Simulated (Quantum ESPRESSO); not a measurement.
Worked example: self-consistent single point of NaIn (Fd-3m, 4 atoms in the cell) in Quantum ESPRESSO.

Method of the run: PBEsol, GBRV 1.5 ultrasoft (PBESOL) pseudopotentials (plane waves; Quantum ESPRESSO).

The change in words: lattice scaled by 1.03. Reference geometry:
```xyz
4
Lattice="-3.7565 0.0000 3.7565 0.0000 3.7565 3.7565 -3.7565 3.7565 0.0000" Properties=species:S:1:pos:R:3 pbc="T T T"
In     0.0000     0.0000     0.0000
In    -1.8783     1.8783     1.8783
Na    -3.7565     3.7565     3.7565
Na    -5.6348     5.6348     5.6348
```

Reference input (self-consistent single point, DFT, PBEsol, plane waves, GBRV 1.5 ultrasoft (PBESOL) pseudopotentials): ecutwfc = 40 Ry; ecutrho = 200 Ry; occupations = smearing; smearing = gauss; degauss = 0.0073499 Ry; potentials = {In: in_pbesol_v1.4.uspp.F.UPF, Na: na_pbesol_v1.5.uspp.F.UPF}; K_POINTS = automatic 6 6 6 0 0 0; conv_thr = 1e-10 Ry. This run's input differs from it in these lines:

```diff
@@ -10,3 +10,3 @@
  ibrav = 2
- celldm(1) = 14.1977013469
+ celldm(1) = 14.6236304976
  nat = 4
```

Output, abridged:

```
     Self-consistent Calculation

     iteration #  1     ecut=    40.00 Ry     beta= 0.70

     total energy              =    -455.10650567 Ry
     estimated scf accuracy    <       4.31788956 Ry

     iteration #  2     ecut=    40.00 Ry     beta= 0.70

     total energy              =    -456.55092860 Ry
     estimated scf accuracy    <       0.90219478 Ry

     iteration #  3     ecut=    40.00 Ry     beta= 0.70

     total energy              =    -456.72100135 Ry
     estimated scf accuracy    <       0.02376354 Ry

   [... 5 blocks of this kind left out ...]

     iteration #  9     ecut=    40.00 Ry     beta= 0.70

     total energy              =    -456.72637549 Ry
     estimated scf accuracy    <          1.5E-09 Ry

     iteration # 10     ecut=    40.00 Ry     beta= 0.70
     End of self-consistent calculation

     the Fermi energy is     5.6205 ev

!    total energy              =    -456.72637549 Ry
     estimated scf accuracy    <          2.1E-11 Ry
     smearing contrib. (-TS)   =      -0.00047503 Ry
     internal energy E=F+TS    =    -456.72590046 Ry

     convergence has been achieved in  10 iterations

     Forces acting on atoms (cartesian axes, Ry/au):

     atom    1 type  1   force =     0.00000000    0.00000000    0.00000000
   [... zero for the other atoms too ...]

     Total force =     0.000000     Total SCF correction =     0.000000

          total   stress  (Ry/bohr**3)                   (kbar)     P=      -34.31
  -0.00023323  -0.00000000  -0.00000000          -34.31       -0.00       -0.00
  -0.00000000  -0.00023323   0.00000000           -0.00      -34.31        0.00
  -0.00000000   0.00000000  -0.00023323           -0.00        0.00      -34.31

   JOB DONE.
```

The run converged in 10 iterations. Against the reference run the free energy rises by 35.4 meV/atom and the pressure goes from -2.14 to -3.43 GPa.

The starting cell comes from a database of published, mostly measured structures (it also holds non-ambient and calculated ones), without a prior relaxation at this level. Its lattice was rescaled by a random factor within 2.5 % of one. For this run, on top of that: lattice scaled by 1.03.

Cost on one core of a shared machine: roughly 60 s.
